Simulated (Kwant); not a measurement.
System: wire with on-site disorder in a Ge (holes) two-dimensional gas. Effective mass 0.06 mₑ, grid spacing 3.8 nm, hard walls, nominal width 60 nm (15 grid rows, so walls 60.8 nm apart), one parabolic valley, scattering region 480 nm long along x; energies count from the band bottom; Fermi energy swept from 0.00087044 to 0.03341 eV. On-site energies in the scattering region are random, uniform within ±W/2, W = 0.14 eV, averaged over 12 samples.

Constants are typed, rounded textbook-type inputs, not results; the design itself was drawn at random and stands for no fabricated device.

Kwant, effective-mass tight-binding model on a square grid, one spin, coherent transport at 0 K. Conductance is in e²/h.

Q: How many channels do the leads carry at E = 24.9, 32.0 meV?

A: The hard-wall thresholds are n² ħ²π²/(2mW²) = n² × 1.70 meV with W = 60.8 nm. √(24.9/1.70) = 3.83, so 3. √(32.0/1.70) = 4.34, so 4.
